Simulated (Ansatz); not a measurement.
**Pressure series in hypothetical cubic perovskite CaHfSe3**

The parent structure is CaHfSe3 in the cubic perovskite structure (space group Pm-3m, No. 221; a = 5.1887 Å; a hypothetical phase, not in the database extracts checked).

Cell and atoms are relaxed at each pressure.

The values are results of PBE (Ansatz, a quantum-chemistry and plane-wave program), scalar-relativistic without spin-orbit coupling, not measurements.

```
variant           smallest direct gap  lattice parameter a  width of the top valence band
----------------  -------------------  -------------------  -----------------------------
base                          0.86 eV           9.805 bohr                        1.34 eV
pressure −2 GPa               0.93 eV           9.917 bohr                            [?]
pressure −1 GPa               0.89 eV           9.860 bohr                        1.32 eV
pressure 0.3 GPa              0.85 eV           9.790 bohr                        1.34 eV
pressure 0.7 GPa              0.83 eV           9.771 bohr                        1.35 eV
pressure 1.5 GPa              0.80 eV           9.733 bohr                        1.37 eV
pressure 3 GPa                0.75 eV           9.666 bohr                        1.39 eV
pressure 5 GPa                0.68 eV                  [?]                        1.42 eV
pressure 7.5 GPa                    –           9.494 bohr                              –
pressure 10 GPa                     –           9.412 bohr                              –
```

**Question.** Complete the table.

**Answer.** 
- pressure −2 GPa, width of the top valence band: 1.30 eV
- pressure 5 GPa, lattice parameter a: 9.585 bohr

A case with no gap was solved on a k-mesh chosen for an insulator, which is coarse for it. Spin-orbit coupling, missing from the scalar runs, can matter with Hf. Load acts through the strain it causes; cell and atoms are relaxed under it. No phonon test of stability was made. No other phases were tried under pressure. All final runs are without spin polarisation. Many cubic perovskites are stable only at high temperature; tilts and polar distortions were not tested.
